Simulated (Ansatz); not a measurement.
Consider Ca3SbN in the anti-perovskite structure (space group Pm-3m, No. 221; a = 4.803 Å; a cell from a computed database, its experimental status unchecked).

One thing is altered: cell and atoms relaxed at a pressure of 3 GPa.

Levels (all Ansatz, a program for electronic structure, PAW): PBEsol (420 eV, scalar-relativistic without spin-orbit coupling); PBEsol+SOC (420 eV, spin-orbit coupling included).

The geometry is relaxed with PBEsol.

| Item | Value |
|---|---|
| PBEsol pressure | 2.98 GPa |
| PBEsol band gap | 0.25 eV |
| PBEsol valence-band top at Γ | 0.00, 0.00, 0.00 eV |

With PBEsol+SOC at the same geometry, the pressure is nearly the same (2.98 GPa against 2.97 GPa); the band gap decreases by 0.11 eV (0.25 eV → 0.14 eV); the valence-band top at Γ (three highest Kramers pairs, from the VBM) changes from 0.00, 0.00, 0.00 eV to 0.00, 0.00, -0.31 eV. The threefold valence maximum splits by Δso ≈ 0.31 eV.

Single points use the geometry relaxed with PBEsol. Differences between runs with and without spin-orbit coupling are approximate. With Sb present, leaving out spin-orbit coupling can change the band edges. Load acts through the strain it causes; cell and atoms are relaxed under it. Whether these cells are dynamically stable was not tested. A zero or small gap of Ca3SbN under pressure 3 GPa can be the functional's error rather than a property of the material.
